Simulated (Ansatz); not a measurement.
The reference is AgCl in the rock salt structure (space group Fm-3m, No. 225; a = 5.4475 Å). Axes: x, y, z lie along the cube axes.

Calculations: PBEsol/PAW in Ansatz (a program for electronic structure), no spin-orbit coupling.

For the base:

| Quantity | Value |
|---|---|
| Smallest direct gap | 3.03 eV |

The change: compressive biaxial strain of 2.08 % in the plane normal to [111], as in epitaxy on a mismatched substrate; the out-of-plane cell vector and the atoms relax.

**Question.** How does this affect the smallest direct gap and out-of-plane strain?

**Answer.** The smallest direct gap rises by 0.03 eV, from 3.03 eV to 3.06 eV; the out-of-plane strain comes out as +3.50 %.

Gaps are read on the SCF mesh and a high-symmetry path. Whether these cells are dynamically stable was not tested.
